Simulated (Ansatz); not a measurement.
## Point defect Be on the Si site + 1 H in silicon

The numbers are results of PBE, PAW (plane waves to 420 eV; Ansatz, an electronic-structure program), not measurements. Cell: 64 sites, 2×2×2; final energies on a 2×2×2 shifted mesh. Sites at the start: the Si site; H at the bond centre. Charged cells carry a point-charge image correction with potential alignment at far atoms. Dielectric constants: PBE linear response of the host. Host gap at this level: 0.61 eV. Finite-size and sampling errors can reach tenths of an eV here. PBE underestimates the host's gap, which shifts levels and can delocalise carriers. Spin–orbit coupling is left out. Each state is the lowest found from its start.

Formation energies E_f are given with the Fermi level at the valence-band maximum. Chemical conditions: host crystal and elements as references (Δμ(Si) = 0.00 eV, Δμ(Be) = 0.00 eV, Δμ(H) = 0.00 eV; Be taken from its element, since no compound that bounds it was computed at this level; H taken from its element, since no compound that bounds it was computed at this level; only phases computed here count, gases as isolated molecules at 0 K). Reference phases: Be: hcp Be, H: H2 molecule in a box, Si: silicon.

```json
[
 {"charge": "+1†", "moment (μB)": "not spin-polarised", "point group": "–", "largest move off a lattice site (Å)": "0.17", "image correction with alignment (eV)": "-0.04", "E_f, host crystal and elements as references (eV)": "–"},
 {"charge": "0†", "moment (μB)": "fractional", "point group": "–", "largest move off a lattice site (Å)": "0.16", "image correction with alignment (eV)": "0.00", "E_f, host crystal and elements as references (eV)": "1.77"},
 {"charge": "−1", "moment (μB)": "not spin-polarised", "point group": "Cs", "largest move off a lattice site (Å)": "0.16", "image correction with alignment (eV)": "0.20", "E_f, host crystal and elements as references (eV)": "1.76"}
]
```

† Not settled in this cell, so no level is given: charge +1: a level filled in part, carriers not clearly localised, level within 0.1 eV of a band edge or past it; charge 0: fractional moment, a level filled in part, carriers not clearly localised, level within 0.1 eV of a band edge or past it.

Point groups are those of the whole cell at tolerances of 0.03 and 0.1 Å ("near" where only the looser one holds); none is given for unsettled states.

No other site or start that was run ended lower by more than 0.1 eV.
